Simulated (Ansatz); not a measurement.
F on the 1x1 (0001) surface of hcp Ru, one in a 2x1 cell, energies for each (12.8 Å²). Energies are against ½ F2(g), without zero-point or thermal terms; each row is named by its start.

Level of theory: PBE (plane waves to 420 eV, PAW; Ansatz, a first-principles code).

Set-up: 9 atoms, 6.3 Å thick at the start under the adsorbate (thin: gaps and levels are the slab's own); mesh 6x12x1; 0.1 eV smearing; dipole correction on; 4 atoms held, the rest relaxed; each run with such symmetry as its start has; no spin, no spin-orbit, no U, no dispersion correction.

A negative adsorption energy means that the adsorbate is more stable on the surface than in its reference. Starts that drift may end in the same place. Heights count from the host atoms within 0.3 Å of the top one.

| starting site | E_ads (eV) | height (Å) | nearest host atom (Å) | bonded to | Δ work function (eV) | lateral drift (Å) |
|---|---|---|---|---|---|---|
| top Ru | -2.82 | 1.68 | Ru 2.08 | Ru | 1.55 | 1.3 |
| hollow Ru-Ru-Ru | -2.82 | 1.68 | Ru 2.08 | Ru | 1.56 | 0.3 |
| hollow Ru-Ru-Ru over Ru at depth 2.1 Å | -2.72 | 1.76 | Ru 2.00 | Ru | 1.88 | 0.6 |
| bridge Ru-Ru (span 2.7 Å) | -2.82 | 1.68 | Ru 2.09 | Ru | 1.56 | 1.0 |
